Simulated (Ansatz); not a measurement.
An Ansatz (an electronic-structure program) run: Rb with a change (isotropic strain +2.50 %); DFT with PBEsol, PAW potentials and a 420 eV plane-wave cutoff in Ansatz, spin-orbit coupling left out.

Input:

Ansatz 0.2 input:
```yaml
crystal:
  lattice:
    - [-2.8552832968, 2.8552832968, 2.8552832968]
    - [2.8552832968, -2.8552832968, 2.8552832968]
    - [2.8552832968, 2.8552832968, -2.8552832968]
  atoms:
    - { symbol: Rb, position: [0, 0, 0] }
basis: { ecutwfc: 420, ecutrho_ratio: 4, xc_grid: 2, fft_grid_basis: typed }
kpoints: { mp_grid: { grid: [17, 17, 17] } }
hamiltonian:
  xc: pbesol
  dispersion: none
  pseudopotentials: { kind: paw }
scf: { occupations: { method: fermi_dirac, width: 0.1 }, convergence: { dr2_threshold: 0.0000000001 } }
relax: { f_tol: 0.005, max_steps: 50 }
output: { forces: true, stress: true }
checkpoint: { write: state.ck, write_every: 1000 }
```

Output (explanatory and most iteration lines left out):

```
Relaxation: its limit of steps is 50 (relax.max_steps)
Pseudopotential: Rb, paw, valence charge 9
Crystal: 1 atoms, lattice volume = 93.112 Å³
Basis set: ecut = 420 eV, 1865 PW (Γ), exchange–correlation on 72×72×72 points (8 copies of the dense FFT grid, shifted against one another)
Bands: 9, of which v1, the nominal top of the filled ones, is band 5 counted from 1 (4 counted from 0)
Symmetry: 48 space group operations
Space group: Im-3m (ITA 229), of the structure as read, at distance tolerance 4.5e-5 Å
k-points: 165 of 4913
Functional: x = pbesol(κ = 0.804, μ = 0.12345679012345678), c = pbesol(β = 0.046)
SCF iter   1: F=—  HF=-3217.002393 eV  |F-HF|=—  |Δ(HF+E_count)|=         —  Δρ=6.07e-4  dr2=1.25e-4  ethr=1.77e-3  ⟨swp⟩=7.6  Hψ=12499  notcnv=0
SCF iter   2: F=—  HF=-3217.003098 eV  |F-HF|=—  |Δ(HF+E_count)|=   7.05e-4  Δρ=2.73e-4  dr2=3.07e-5  ethr=1.39e-6  ⟨swp⟩=3.2  Hψ=4012  notcnv=0
SCF 1 converged in 8 iterations: F = -3217.003122 eV  dr2 = 4.56e-12
relax step   1: F+E_penalty+E_count = -3217.00312201 eV  Δ(F+E_penalty+E_count) = +0.000e0 eV  max|allowed force component| = 0.000e0 eV/Å  Δτ_max = 0.0000 Å  (8 SCF iters, accepted)
SCF converged after 8 iterations
Free energy (F): -3217.003122 eV
Internal energy: -3216.972843 eV  (E = F + TS)
E sigma→0 (E₀):  -3216.987983 eV
Entropy (-TS):   -0.030279 eV (-30.279 meV/atom)
Fermi energy:    1.779900 eV
--- Forces (eV/Å), atoms counted from 1 ---
  atom   1  Rb     0.00000000    -0.00000000     0.00000000
--- Stress (GPa, compression-positive) ---
       -0.186854      -0.000000      -0.000000
       -0.000000      -0.186854       0.000000
       -0.000000      -0.000000      -0.186854
  P = ⅓ Tr σ = -0.1869 GPa (-1.869 kbar)
--- Relaxed structure (1 steps of the walk, 1 accepted, 0 SCFs on fresh bases) ---
  atoms:
    - { symbol: Rb, position: [0.0, 0.0, 0.0] }
```

Stability against distortions was not tested. The cell was made from Rb in the bcc (W type) structure (space group Im-3m, No. 229) by this change: isotropic strain +2.50 %.
